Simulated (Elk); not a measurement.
Elk run on FeCo (Pm-3m, 2 atoms in the cell): self-consistent single point

Computed with PBE, all-electron FP-LAPW, Elk's shipped species files, APW+lo basis with extra local orbitals in Elk.

Input:

```
tasks
  0

xctype
  20

spinpol
  .true.

reducebf
  0.8

rgkmax
  7.5

gmaxvr
  16.0

nxlo
  2

lorbcnd
  .true.

rmtscf
  0.89

lmaxi
  2

stype
  0

swidth
  0.00183747

maxscl
  100

avec
    5.2662736463    0.0000000000    0.0000000000
    0.0000000000    5.2662736463    0.0000000000
    0.0000000000    0.0000000000    5.2662736463

atoms
  2
  'Fe.in'
  1
  0.0000000000  0.0000000000  0.0000000000    0.0 0.0 -1.0
  'Co.in'
  1
  0.5000000000  0.5000000000  0.5000000000    0.0 0.0 -0.75

ngridk
  16 16 16
```

Output (repeated stretches shortened):

```
│ Elk code version 10.2.4 │

All units are atomic (Hartree, Bohr, etc.)

│ Ground-state run starting from atomic densities │

Lattice vectors :
   5.266273646       0.000000000       0.000000000
   0.000000000       5.266273646       0.000000000
   0.000000000       0.000000000       5.266273646

Unit cell volume      :    146.0529275
Brillouin zone volume :    1.698358380

Muffin-tin inner radius fraction :   0.1000000000E-01

Nuclei treated as point charges

Species :    1 (Fe)
 parameters loaded from : Fe.in
 name : iron
 nuclear charge    :   -26.00000000
 electronic charge :    26.00000000
 atomic mass :    101799.2074
 muffin-tin radius :    2.136000000
 number of radial points in muffin-tin :    497
 atomic positions (lattice), magnetic fields (Cartesian) :
   1 :   0.00000000  0.00000000  0.00000000    0.00000000  0.00000000 -1.00000000

Species :    2 (Co)
 parameters loaded from : Co.in
 name : cobalt
 nuclear charge    :   -27.00000000
 electronic charge :    27.00000000
 atomic mass :    107428.6517
 muffin-tin radius :    2.136000000
 number of radial points in muffin-tin :    497
 atomic positions (lattice), magnetic fields (Cartesian) :
   1 :   0.50000000  0.50000000  0.50000000    0.00000000  0.00000000 -0.75000000

Total number of atoms per unit cell :    2

Spin treatment :
 spin-polarised
 global magnetic field (Cartesian) :    0.000000000       0.000000000       0.000000000
 collinear magnetisation in z-direction

Number of Bravais lattice symmetries :   48
Number of crystal symmetries         :   48
Crystal has inversion symmetry
Real symmetric eigensolver will be used

k-point grid :     16    16    16
k-point offset :    0.000000000       0.000000000       0.000000000
k-point set is reduced with full crystal symmetry group
Total number of k-points :      165

Muffin-tin radius times maximum |G+k| :    7.500000000
 using average radius
   [... lines left out ...]
 potential will be trimmed for |G| > 2 gkmax
Constant for pseudocharge density :    9
Radial integration step length :    4

G-vector grid sizes :     27    27    27
Number of G-vectors :    10059

Maximum angular momentum used for
 APW functions                      :    8
 outer part of muffin-tin           :    6
 inner part of muffin-tin           :    2

Total nuclear charge    :   -53.00000000
Total core charge       :    22.00000000
Total valence charge    :    31.00000000
Total excess charge     :    0.000000000
Total electronic charge :    53.00000000

Effective Wigner radius, rₛ :   0.8697249505

Number of empty states         :    8
Total number of valence states :   48
Total number of core states    :   22

Conduction state local-orbitals added automatically
Total number of local-orbitals :  165

Exchange-correlation functional :     20     0     0
 Perdew-Burke-Ernzerhof, Phys. Rev. Lett. 77, 3865 (1996)
 gradient requirement :    1
 generalised gradient approximation (GGA)

Smearing type :    0
 Gaussian
Smearing width :   0.1837470000E-02
Effective electronic temperature (K) :    580.2271348

Mixing type :    3
 Broyden mixing, J. Phys. A: Math. Gen. 17, L317 (1984)

Kohn-Sham potential initialised from atomic data
│ Self-consistent loop started │
│ Loop number : 1 │
 total energy                :     -2665.25477637
 total moment                :    4.674923367
│ Loop number : 2 │
 total energy                :     -2665.51977382
 total moment                :    4.674032216
RMS change in Kohn-Sham potential (target) :    3.411351368     (  0.1000000000E-05)
Absolute change in total energy (target)   :   0.2649974490     (  0.1000000000E-03)
│ Loop number : 3 │
 total energy                :     -2660.25878972
 total moment                :    4.401952617
RMS change in Kohn-Sham potential (target) :    2.267884930     (  0.1000000000E-05)
Absolute change in total energy (target)   :    5.194734737     (  0.1000000000E-03)
│ Loop number : 4 │
 total energy                :     -2669.71412928
 total moment                :    3.015073385
RMS change in Kohn-Sham potential (target) :    1.793175341     (  0.1000000000E-05)
Absolute change in total energy (target)   :    8.156655876     (  0.1000000000E-03)
│ Loop number : 5 │
 total energy                :     -2665.94241391
   [... lines left out ...]
 total moment                :    4.407957779
RMS change in Kohn-Sham potential (target) :   0.1173436616E-04 (  0.1000000000E-05)
Absolute change in total energy (target)   :   0.3843991999E-04 (  0.1000000000E-03)
│ Loop number : 26 │
 total energy                :     -2666.39352127
 total moment                :    4.407497283
RMS change in Kohn-Sham potential (target) :   0.3061331252E-05 (  0.1000000000E-05)
Absolute change in total energy (target)   :   0.1377340072E-03 (  0.1000000000E-03)
│ Loop number : 27 │
 total energy                :     -2666.39359993
 total moment                :    4.407459437
RMS change in Kohn-Sham potential (target) :   0.3452680164E-05 (  0.1000000000E-05)
Absolute change in total energy (target)   :   0.4422844495E-04 (  0.1000000000E-03)
│ Loop number : 28 │
 total energy                :     -2666.39352787
 total moment                :    4.407246271
RMS change in Kohn-Sham potential (target) :   0.5436857322E-06 (  0.1000000000E-05)
Absolute change in total energy (target)   :   0.6100352948E-04 (  0.1000000000E-03)
Convergence targets achieved

│ Loop number : 29 │

Energies :
 Fermi                       :     0.387441242418
 sum of eigenvalues          :     -1536.95054522
 electron kinetic            :      2704.09141242
 core electron kinetic       :      2428.83554288
 Coulomb                     :     -5254.68582102
 Coulomb potential           :     -4090.77624319
 nuclear-nuclear             :     -385.615875459
 electron-nuclear            :     -5647.36364794
 Hartree                     :      778.293702372
 Madelung                    :     -3209.29769943
 xc potential                :     -150.048270621
 xc effective B-field        :    -0.217094449371
 external B-field            :      0.00000000000
 exchange                    :     -113.343744738
 correlation                 :     -2.45538642106
 total energy                :     -2666.39353976
 (external B-field energy excluded from total)

Density of states at Fermi energy :    40.16418029
 (states/Hartree/unit cell)

Estimated indirect band gap :   0.7351250604E-03
 from k-point     17 to k-point     58
Estimated direct band gap   :   0.2583060211E-02
 at k-point     51

Charges :
 core                        :    22.00000000
 valence                     :    31.00000000
 interstitial                :    2.857085701
 muffin-tins (core leakage)
  species :    1 (Fe)
   atom    1                 :    24.48297592     (  0.1230660018E-10)
  species :    2 (Co)
   atom    1                 :    25.65993838     (  0.1846566231E-02)
 total in muffin-tins        :    50.14291430
 total calculated charge     :    52.99908376
 total charge                :    53.00000000
 error                       :   0.9162356390E-03

Moments :
 interstitial                :  -0.2082315845E-01
 muffin-tins
  species :    1 (Fe)
   atom    1                 :    2.664857888
  species :    2 (Co)
   atom    1                 :    1.763191533
 total in muffin-tins        :    4.428049421
 total moment                :    4.407226262

│ Self-consistent loop stopped │
```

The run converged in 29 iterations. The count includes the last loop, which Elk runs after its targets are met.

The starting cell comes from a database of computed structures (which also holds hypothetical and non-ambient phases and stackings), without a prior relaxation at this level. Its lattice was rescaled by a random factor within 2.5 % of one. The magnetic order is the one reached from the typed start; others were not searched systematically. Values depend on the basis (sphere radii, cutoffs, local orbitals), which need not be converged. The log's line on a gap gives a spacing of levels on this mesh, which the program prints for metals too.

Cost on one core of a shared machine: roughly 90 s.
